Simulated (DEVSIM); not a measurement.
System: illuminated Si p-on-n cell, one wavelength, at 400 K.

```
layer (left to right)  material  thickness (μm)  Nd (cm⁻³)  Na (cm⁻³)  τn (s)  τp (s)  absorption coefficient (cm⁻¹)
---------------------  --------  --------------  ---------  ---------  ------  ------  -----------------------------
1                            Si           0.250          -     6.6e17  3.6e-7  1.5e-7                           1100
2                            Si            27.0       3e15          -  1.5e-6  1.5e-6                           1100
```

Left contact: ohmic, minority electron recombination velocity 500 cm/s. Right contact: ohmic, minority hole recombination velocity 60 cm/s. Voltage is applied to the left contact. Recombination: SRH at mid-gap, radiative, Auger. Light enters at the left, 2.2e17 photons cm⁻² s⁻¹, one pass, no reflection. Mobility is μmin + (μ − μmin)/(1 + (N/Nref)^α).

The device is made up for the run: typed textbook-type constants, with dimensions and the other settings drawn at random. Values at 300 K; Nc and Nv go as T^1.5, mobilities as T to minus their exponent, the gap by Varshni's rule with the affinity fixed.

```tsv
parameter	Si
gap (eV)	1.124
affinity (eV)	4.05
permittivity	11.7
Nc (cm⁻³)	2.86e19
Nv (cm⁻³)	3.1e19
μn (cm²/Vs)	1417
μp (cm²/Vs)	470
μn,min	52
μp,min	45
Nref,n	9.7e16
Nref,p	2.2e17
αn	0.68
αp	0.72
T exponent of μn	2.3
T exponent of μp	2.2
B (cm³/s)	4.7e-15
Cn (cm⁶/s)	2.8e-31
Cp (cm⁶/s)	9.9e-32
Varshni α (eV/K)	0.000473
Varshni β (K)	636
```

Model (solved in DEVSIM): 1D drift-diffusion, Boltzmann statistics, complete ionisation; no tunnelling, impact ionisation, image-force lowering or self-heating.

**Question.** Tabulate band edges, carrier densities and field at zero bias, in the dark.

**Answer.** Energies count from the Fermi level of the right contact; mesh points crowd at the junctions.

```csv
x (μm),Ec (eV),Ev (eV),n (cm⁻³),p (cm⁻³),field (V/cm)
0.000,0.949,-0.148,4.9e7,6.6e17,≈ 0
0.02413,0.949,-0.148,4.9e7,6.6e17,≈ 0
0.06767,0.949,-0.148,4.9e7,6.6e17,≈ 0
0.1395,0.949,-0.148,4.9e7,6.6e17,≈ 0
0.2160,0.949,-0.148,4.9e7,6.6e17,-230
0.2446,0.933,-0.164,7.8e7,4.1e17,-26000
0.2652,0.853,-0.243,7.9e8,4.1e16,-30000
0.3302,0.713,-0.384,4.6e10,7.0e14,-18000
0.4430,0.539,-0.557,7.1e12,4.6e12,-13000
0.6780,0.362,-0.735,1.2e15,2.6e10,-3100
1.167,0.331,-0.766,3.0e15,1.1e10,-15
2.729,0.331,-0.766,3.0e15,1.1e10,≈ 0
5.438,0.331,-0.766,3.0e15,1.1e10,≈ 0
11.08,0.331,-0.766,3.0e15,1.1e10,≈ 0
20.78,0.331,-0.766,3.0e15,1.1e10,≈ 0
24.16,0.331,-0.766,3.0e15,1.1e10,≈ 0
25.78,0.331,-0.766,3.0e15,1.1e10,≈ 0
26.55,0.331,-0.766,3.0e15,1.1e10,≈ 0
27.00,0.331,-0.766,3.0e15,1.1e10,≈ 0
27.14,0.331,-0.766,3.0e15,1.1e10,≈ 0
27.21,0.331,-0.766,3.0e15,1.1e10,≈ 0
27.25,0.331,-0.766,3.0e15,1.1e10,≈ 0
```
